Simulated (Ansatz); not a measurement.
Faces of bcc Nb, relaxed in 1x1 cells (a = 3.311 Å). A vicinal face is read as terraces and steps: γ(θ) = γ(terrace)·cos θ + (β/h)·sin θ, with θ the angle to the terrace, h the step's height and β the energy a length of step; on such narrow terraces β holds the steps' interaction too.

Method: PBE (plane waves to 420 eV, PAW; Ansatz, a first-principles code).

```csv
face,γ (J/m²)
(100),2.37
(110),2.08
(111),2.40
(210),2.26
(211),2.36
(221),2.33
(310),2.30
(320),2.20
(321),2.29
(322),2.39
(331),2.28
(332),2.36
```

**Question.** What step energy does (210) give on (110) terraces?

**Answer.** θ = 18.4°, h = a/√2 = 2.34 Å, so β = (2.26 − 2.08·cos θ)·h / sin θ = 132 meV/Å (1 J/m² = 62.4 meV/Å²).

**Question.** What step energy does (211) give on (110) terraces?

**Answer.** θ = 30.0°, h = a/√2 = 2.34 Å, so β = (2.36 − 2.08·cos θ)·h / sin θ = 163 meV/Å (1 J/m² = 62.4 meV/Å²).

**Question.** What step energy does (210) give on (100) terraces?

**Answer.** θ = 26.6°, h = a/2 = 1.66 Å, so β = (2.26 − 2.37·cos θ)·h / sin θ = 32 meV/Å (1 J/m² = 62.4 meV/Å²).
